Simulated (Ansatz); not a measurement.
**Response to strain in SnO2**

Start from SnO₂ in the rutile structure (space group P4_2/mnm, No. 136; a = 4.722 Å, c = 3.190 Å). Axes: x, y, z lie along a, b, c of the conventional cell.

Strains are applied to the cell and any free atomic positions relax.

Method: LDA (Ansatz, a quantum-chemistry and plane-wave program; PAW; 420 eV plane waves; spin-orbit coupling left out).

Notes on the quantities. energy relative to the base: free energy F; pressure: mean of the normal stresses, compression positive.

```csv
case,energy relative to the base,pressure,shortest interatomic distance
base,0 meV/atom,0.00 GPa,2.044 Å
uniaxial strain ε_xx = +0.60 %,+0.3 meV/atom,-1.15 GPa,2.050 Å
uniaxial strain ε_xx = +1.20 %,+1.3 meV/atom,-2.25 GPa,2.057 Å
uniaxial strain ε_xx = +1.80 %,+2.9 meV/atom,-3.32 GPa,2.061 Å
uniaxial strain ε_xx = +2.40 %,+5.1 meV/atom,-4.34 GPa,2.063 Å
uniaxial strain ε_xx = +3.00 %,+8.0 meV/atom,-5.33 GPa,2.065 Å
```

Whether these cells are dynamically stable was not tested.
